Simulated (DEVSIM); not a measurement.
System: Si/Ge n-p heterojunction, at 300 K.

| layer (left to right) | material | thickness (μm) | Nd (cm⁻³) | Na (cm⁻³) | τn (s) | τp (s) |
|---|---|---|---|---|---|---|
| 1 | Si | 1.40 | 6.7e16 | - | 6.1e-7 | 6.1e-7 |
| 2 | Ge | 0.710 | - | 3.9e15 | 6.1e-7 | 6.1e-7 |

Left contact: ohmic. Right contact: ohmic. Voltage is applied to the left contact. Recombination: SRH at mid-gap, radiative, Auger. Mobility is μmin + (μ − μmin)/(1 + (N/Nref)^α).

This is a model device: material constants are rounded textbook-type values typed into the input, and sizes, dopings and lifetimes were drawn at random. Values at 300 K; Nc and Nv go as T^1.5, mobilities as T to minus their exponent, the gap by Varshni's rule with the affinity fixed.

```csv
parameter,Si,Ge
gap (eV),1.124,0.664
affinity (eV),4.05,4
permittivity,11.7,16
Nc (cm⁻³),2.86e19,1.04e19
Nv (cm⁻³),3.1e19,6e18
μn (cm²/Vs),1417,3900
μp (cm²/Vs),470,1900
"μn,min",52,150
"μp,min",45,100
"Nref,n",9.7e16,2.6e17
"Nref,p",2.2e17,4e17
αn,0.68,0.56
αp,0.72,0.6
T exponent of μn,2.3,1.66
T exponent of μp,2.2,2.33
B (cm³/s),4.7e-15,6.4e-14
Cn (cm⁶/s),2.8e-31,1e-31
Cp (cm⁶/s),9.9e-32,1e-31
Varshni α (eV/K),0.000473,0.000477
Varshni β (K),636,235
```

Model (solved in DEVSIM): 1D drift-diffusion, Boltzmann statistics, complete ionisation; no tunnelling, impact ionisation, image-force lowering or self-heating. Band offsets follow the typed affinities; no thermionic-emission limit at abrupt steps, no polarisation charge.

Base results: largest field in the device at zero bias (V/cm) 19000; dark forward voltage at 100 A/cm² (V) 0.216; potential step across the device at zero bias (V) 0.268.

Question: What follows from this one change: doping Na of layer 2 3.9e+15 → 3.9e+14 cm^-3?

Answer: largest field in the device at zero bias 19000 → 7400 V/cm; dark forward voltage at 100 A/cm² 0.216 → 0.152 V; potential step across the device at zero bias 0.268 → 0.208 V.

Question: What follows from this one change: doping Nd of layer 1 6.7e+16 → 2e+15 cm^-3?

Answer: largest field in the device at zero bias 19000 → 7600 V/cm; dark forward voltage at 100 A/cm² 0.216 → 0.251 V; potential step across the device at zero bias 0.268 → 0.177 V.

Question: What follows from this one change: temperature 300 → 250 K?

Answer: largest field in the device at zero bias 19000 → 22000 V/cm; dark forward voltage at 100 A/cm² 0.216 → 0.320 V; potential step across the device at zero bias 0.268 → 0.356 V.
